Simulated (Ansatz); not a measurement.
Worked example: self-consistent single point of Sr3Mg (I4/mmm, 4 atoms in the cell) in Ansatz (a first-principles code).

Computed with PBEsol, default PAW files made with PBE (plane waves; Ansatz).

```yaml
crystal:
  lattice:
    - [-2.76478, 2.76478, 5.92435]
    - [2.76478, -2.76478, 5.92435]
    - [2.76478, 2.76478, -5.92435]
  atoms:
    - { symbol: Sr, position: [0.50000, 0.50000, 0.00000] }
    - { symbol: Sr, position: [0.25000, 0.75000, 0.50000] }
    - { symbol: Sr, position: [0.75000, 0.25000, 0.50000] }
    - { symbol: Mg, position: [0.00000, 0.00000, 0.00000] }
```

Reference input (self-consistent single point, DFT, PBEsol, plane waves, default PAW files made with PBE): basis.ecutwfc = 420 eV; kpoints.mp_grid.grid = 9 9 9; kpoints.mp_grid.shift = 0.5 0.5 0.5; hamiltonian.xc = pbesol; hamiltonian.pseudopotentials = {kind: paw} (the program's default PAW files); scf.occupations.method = cold; scf.occupations.width = 0.136 eV. This run's input differs from it in these lines:

Ansatz 0.2 input:
```diff
@@ -12,3 +12,3 @@
 basis:
-  ecutwfc: 420.0
+  ecutwfc: 295.0
 kpoints:
```

The program printed (abridged):

```
SCF iter   1: F=—  HF=-12388.436928 eV  |F-HF|=—  |Δ(HF+E_count)|=         —  Δρ=1.90e-3  dr2=8.43e-3  ethr=1.77e-3  ⟨swp⟩=7.6  Hψ=9056  notcnv=0
all-band conjugate gradients solve this SCF's bands
preconditioner: auto → Kerker (q_TF=auto, 2.121 Å⁻¹)
SCF iter   2: F=—  HF=-12388.435402 eV  |F-HF|=—  |Δ(HF+E_count)|=   1.53e-3  S|Δr|=    0.00e0  Δρ=1.04e-3  dr2=3.78e-3  ethr=2.11e-5  ⟨swp⟩=2.1  Hψ=3646  notcnv=0
   [... lines left out ...]
SCF iter   5: F=—  HF=-12388.434840 eV  |F-HF|=—  |Δ(HF+E_count)|=   1.23e-5  S|Δr|=    0.00e0  Δρ=3.02e-5  dr2=2.08e-6  ethr=4.66e-8  ⟨swp⟩=2.0  Hψ=3340  notcnv=0
SCF iter   6: F=—  HF=-12388.434841 eV  |F-HF|=—  |Δ(HF+E_count)|=   1.87e-7  S|Δr|=    0.00e0  Δρ=5.72e-6  dr2=1.31e-7  ethr=5.20e-9  ⟨swp⟩=2.3  Hψ=2535  notcnv=0
SCF iter   7: F=-12388.434841 eV  HF=-12388.434841 eV  |F-HF|=2.59e-9  |Δ(HF+E_count)|=   2.59e-8  S|Δr|=    0.00e0  Δρ=1.33e-6  dr2=4.72e-9  ethr=2.50e-10  ⟨swp⟩=7.0  Hψ=8793  notcnv=0
SCF 1 converged in 7 iterations: F = -12388.434841 eV  dr2 = 4.72e-9
Stability not checked (fill_not_monotonic)
Free energy (F): -12388.434841 eV
Internal energy: -12388.428809 eV  (E = F + TS)
E sigma→0 (E₀):  -12388.432830 eV
Entropy (-TS):   -0.006032 eV (-1.508 meV/atom)
Fermi energy:    5.217560 eV
--- Forces (eV/Å), atoms counted from 1 ---
  atom   1  Sr    -0.00000000     0.00000000     0.00000000
   [... zero for the other atoms too ...]
--- Stress (GPa, compression-positive) ---
       -0.467491       0.000000       0.000000
        0.000000      -0.467491      -0.000000
       -0.000000      -0.000000      -0.875862
  P = ⅓ Tr σ = -0.6036 GPa (-6.036 kbar)
  The stress holds the Pulay correction. Without it, at fixed plane waves, as pw.x and ABINIT print it: P = -0.9390 GPa
```

The run converged in 7 iterations. Against the reference run the free energy goes up by 9.5 meV/atom and the pressure moves little (-0.61 to -0.60 GPa).

The starting cell comes from a database of computed structures (which also holds hypothetical and non-ambient phases and stackings), without a prior relaxation at this level. Ansatz's pressure includes its estimate of the finite-basis (Pulay) stress. The cutoff lies below the one recommended for these files.
